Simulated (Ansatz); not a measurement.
The (001) surface of tetragonal MoSi2 in its 1x1 cell (cut with top plane Si, bottom plane Si), outermost plane spacing 1.30 Å in the ideal cut

Computed with PBE (plane waves to 420 eV, PAW; Ansatz, a program for electronic structure).

Set-up: 9 atoms, Mo3Si6, 10.5 Å thick at the start (thin: gaps and levels are the slab's own); mesh 12x12x1; 0.1 eV smearing; dipole correction on; all atoms relaxed; symmetry of the start imposed; no spin, no spin-orbit, no U.

```json
{
 "surface energy (mean of both faces)": "2.32 J/m²",
 "surface_energy_before_relaxation": "2.36 J/m²",
 "work_function_of_the_top_face": "4.46 eV",
 "energy_released_by_relaxation": "0.053 eV",
 "cost": "about 2.4 core-minutes (a rough figure)"
}
```
